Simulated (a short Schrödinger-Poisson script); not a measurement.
Stack: symmetric double-gate stack, SiO2 on p-type Si(100), at 300 K.

```tsv
layer	material	thickness (nm)	Na (cm⁻³)
1	SiO2	1.9	-
2	Si	8	2e15
3	SiO2	1.9	-
```

The device is made up for the run: typed textbook-type constants, with dimensions and the other settings drawn at random. SiO2: permittivity 3.9, conduction-band edge (eV) 3.15, gap (eV) 9, electron mass (mₑ) 0.5. Si: permittivity 11.7, conduction-band edge (eV) 0, gap (eV) 1.124, Nv at 300 K (cm⁻³) 3.1e19.

Channel valleys (confinement mass, in-plane density-of-states mass, number): Δ2 0.916, 0.19, 2; Δ4 0.19, 0.417, 4. At the gates, both at one voltage, the conduction-band edge of layer 1 lies 3.68 eV − eVg above the Fermi level of the channel. Gaps are held at their typed values at every temperature. Mesh 0.03 nm at interfaces.

Solved with a short Schrödinger-Poisson script written for these runs: 1D Poisson equation in equilibrium, electrons quantum, Hartree (BenDaniel-Duke, 12 states a valley, the channel's in-plane mass for all, wave functions free to enter the dielectric), parabolic valleys, classical holes, full ionisation, no traps, pinning or gate leakage.

The same stack at other levels of the model or other numerical settings:

```csv
run,sheet density of all electrons at Vg = 2 V (cm⁻²),sheet density of all electrons at Vg = 0.8 V (cm⁻²),capacitance of both gates at Vg = 2 V (μF/cm²),rough cost against the base
base,2.71e13,5.06e12,3.09,about 1
"electrons treated as classical, Boltzmann",?,6.04e12,?,0.03
"electrons treated as classical, Fermi-Dirac",3.01e13,5.95e12,?,0.08
mesh six times as coarse,2.70e13,5.05e12,3.08,0.3
```

Q: Some entries are withheld; supply them.

A: 
- electrons treated as classical, Boltzmann, sheet density of all electrons at Vg = 2 V (cm⁻²): 3.13e13
- electrons treated as classical, Boltzmann, capacitance of both gates at Vg = 2 V (μF/cm²): 3.49
- electrons treated as classical, Fermi-Dirac, capacitance of both gates at Vg = 2 V (μF/cm²): 3.31

The classical rows ignore confinement, and Boltzmann statistics overrate the density once the band edge passes the Fermi level.
